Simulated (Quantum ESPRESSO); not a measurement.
Quantum ESPRESSO run on HgS (F-43m, 2 atoms in the cell): self-consistent single point.

Method: PBE, GBRV 1.5 ultrasoft (PBE) pseudopotentials (plane waves; Quantum ESPRESSO).

```
CELL_PARAMETERS angstrom
      0.00000     2.96966     2.96966
      2.96966     0.00000     2.96966
      2.96966     2.96966     0.00000
ATOMIC_POSITIONS crystal
  Hg 0.00000 0.00000 0.00000
  S  0.25000 0.25000 0.25000
```

Reference input (self-consistent single point, DFT, PBE, plane waves, GBRV 1.5 ultrasoft (PBE) pseudopotentials): ecutwfc = 40 Ry; ecutrho = 200 Ry; occupations = smearing; smearing = cold; degauss = 0.0099958 Ry; potentials = {Hg: hg_pbe_v1.uspp.F.UPF, S: s_pbe_v1.4.uspp.F.UPF}; K_POINTS = automatic 7 7 7 0 0 0; conv_thr = 1e-10 Ry. This run's input differs from it in these lines:

```diff
@@ -11,4 +11,4 @@
    ntyp = 2
-   ecutwfc = 40
-   ecutrho = 200
+   ecutwfc = 24
+   ecutrho = 120
    occupations = 'smearing'
```

Log, with long lists cut:

```
     Self-consistent Calculation

     iteration #  1     ecut=    24.00 Ry     beta= 0.70

     Threshold (ethr) on eigenvalues was too large:
     Diagonalizing with lowered threshold

     total energy              =    -131.84868515 Ry
     estimated scf accuracy    <       0.10350601 Ry

     iteration #  2     ecut=    24.00 Ry     beta= 0.70

     total energy              =    -131.87477469 Ry
     estimated scf accuracy    <       0.08321834 Ry

     iteration #  3     ecut=    24.00 Ry     beta= 0.70

     total energy              =    -131.89264658 Ry
     estimated scf accuracy    <       0.00116610 Ry

   [... 4 blocks of this kind left out ...]

     iteration #  8     ecut=    24.00 Ry     beta= 0.70

     total energy              =    -131.89305483 Ry
     estimated scf accuracy    <          8.6E-10 Ry

     iteration #  9     ecut=    24.00 Ry     beta= 0.70
     End of self-consistent calculation

     the Fermi energy is     6.0263 ev

!    total energy              =    -131.89305483 Ry
     estimated scf accuracy    <          1.7E-12 Ry
     smearing contrib. (-TS)   =       0.00017700 Ry
     internal energy E=F+TS    =    -131.89323184 Ry

     convergence has been achieved in   9 iterations

     Forces acting on atoms (cartesian axes, Ry/au):

     atom    1 type  1   force =     0.00000000    0.00000000    0.00000000
     atom    2 type  2   force =    -0.00000000    0.00000000   -0.00000000

     Total force =     0.000000     Total SCF correction =     0.000000

          total   stress  (Ry/bohr**3)                   (kbar)     P=       13.42
   0.00009124   0.00000000   0.00000000           13.42        0.00        0.00
   0.00000000   0.00009124   0.00000000            0.00       13.42        0.00
   0.00000000   0.00000000   0.00009124            0.00        0.00       13.42

   JOB DONE.
```

The run converged in 9 iterations. Against the reference run the free energy rises by 11.2 meV/atom and the pressure goes from 1.62 to 1.34 GPa.

The starting cell comes from a database of computed structures (which also holds hypothetical and non-ambient phases and stackings), without a prior relaxation at this level. At the lowered cutoff the pressure carries the error of an incomplete plane-wave basis. The run gives no clean gap (levels at the Fermi energy touch, overlap or are partly filled at this smearing), which alone does not show that the compound is a metal.
